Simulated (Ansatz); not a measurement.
The reference is ZrS$_{2}$ in the CdI2 type structure (space group P-3m1, No. 164; a = 3.635 Å, c = 5.720 Å; layered, stacked along the Cartesian z axis).

Method: Kohn–Sham DFT with the PBE-D3(BJ) functional, run in Ansatz (a program for electronic structure) with PAW and 420 eV plane waves, no spin-orbit coupling.

Before the change:

* **Pressure**: 0.00 GPa
* **Valence-band top at Γ**: 0.00, -0.24, -0.24 eV

Modification: every lattice vector is shortened by 1.50 %, atoms relaxed at fixed cell.

What happens to the mean gap deformation potential ΔEg/Δln V?

The mean gap deformation potential ΔEg/Δln V is +4.8 eV.

Predict the new largest internal atomic displacement.

The largest internal atomic displacement comes out as 0.042 Å.

Estimate the effect on the pressure.

The pressure (mean of the normal stresses, compression positive) goes from zero to 2.26 GPa.

What does the calculation give for the valence-band top at Γ after the change?

The valence-band top at Γ (three highest levels, from the VBM) goes from 0.00, -0.24, -0.24 eV to 0.00, -0.25, -0.25 eV.

The cells carry an imposed strain or load. Whether these cells are dynamically stable was not tested.
